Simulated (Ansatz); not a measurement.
Given:

End structure of the (113) surface of germanium, 1 pair of surface atoms bonded, no caps (bottom of the slab: built like the top, H on every dangling bond, free):

```xyz
32
Lattice="8.1459 0.0000 0.0000 2.0365 6.7542 0.0000 0.0000 0.0000 29.0000" Properties=species:S:1:pos:R:3 pbc="T T T"
Ge     0.7540     0.0823     9.8199
Ge     3.2916     0.0427     9.7945
Ge     3.9901     2.3954    10.1228
Ge     8.2268     2.4446    10.1452
Ge     2.0549     3.1777    11.4452
Ge     6.0915     2.9835    11.3368
Ge     6.0499     5.4684    11.7729
Ge     2.0918     5.5998    11.8560
Ge     4.1055     6.1414    13.1823
Ge     8.1184     6.1494    13.0690
Ge     6.1044     1.8433    13.5456
Ge     2.0431     1.8590    13.5620
Ge     4.0729     2.4561    14.8577
Ge     8.1459     2.4561    14.8577
Ge     8.1459     4.9121    15.2919
Ge     4.0729     4.9121    15.2919
Ge     6.1145     5.5182    16.6139
Ge     2.0407     5.5152    16.6005
Ge     8.1041     1.2355    16.9954
Ge     4.0873     1.2220    17.0639
Ge     6.1071     1.9020    18.4068
Ge     1.9854     1.7293    18.3339
Ge     1.9748     4.2141    18.7855
Ge     6.2713     4.4057    18.8794
Ge     8.2478     4.6877    20.4830
Ge     4.0379     5.3094    19.5975
Ge     1.3928     0.7194    20.6229
Ge     7.0978     0.1873    19.9533
H      2.2412     6.2132     8.5047
H      5.8237     6.2116     8.4416
H      3.9929     3.1318     8.7485
H      8.2243     3.1932     8.7782
```

Set-up: 32 atoms, 12.6 Å thick at the start with caps and adatoms (thin: gaps and levels are the slab's own); mesh 4x4x1; 0.025 eV smearing; dipole correction on; 4 atoms held, the rest relaxed; no symmetry held; no spin, no spin-orbit, no U. In PBE it is, or lies within 0.01 eV a 1x1 cell of, the lowest of the 2 structures of its composition computed so far; larger cells were not tried.

Task: Predict the highest filled level below the top vacuum level from PBE run with Ansatz (a quantum-chemistry and plane-wave program).

Result: 4.63 eV

Task: Predict the gap of the slab on its k-mesh from PBE.

Result: 0.36 eV
